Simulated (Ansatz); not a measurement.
Here is the system:

```xyz
5
Lattice="3.8742 0.0000 0.0000 0.0000 3.8742 0.0000 0.0000 0.0000 3.8742" Properties=species:S:1:pos:R:3 pbc="T T T"
Ba     0.0000     0.0000     0.0000
Ti     1.9371     1.9371     1.9371
O      0.0000     1.9371     1.9371
O      1.9371     1.9371     0.0000
O      1.9371     0.0000     1.9371
```

No spin polarisation.

The values are results of Ansatz (an electronic-structure program) r2SCAN, without spin-orbit coupling, not measurements. k-mesh 8×8×8 (Γ-centred); smearing 0.05 eV (Fermi–Dirac).

Q: Predict the band gap, pressure and gap character.

A: The band gap is 2.39 eV and the pressure is 20.25 GPa. The gap character comes out as direct at Γ.

The cells carry an imposed strain or load. No phonon test of stability was made. All final runs are without spin polarisation. The cell was made from BaTiO3 in the cubic perovskite structure (space group Pm-3m, No. 221) by this change: isotropic strain −3.00 %. Many cubic perovskites are stable only at high temperature; tilts and polar distortions were not tested. This is not the structure that BaTiO3 has at room temperature and ambient pressure.
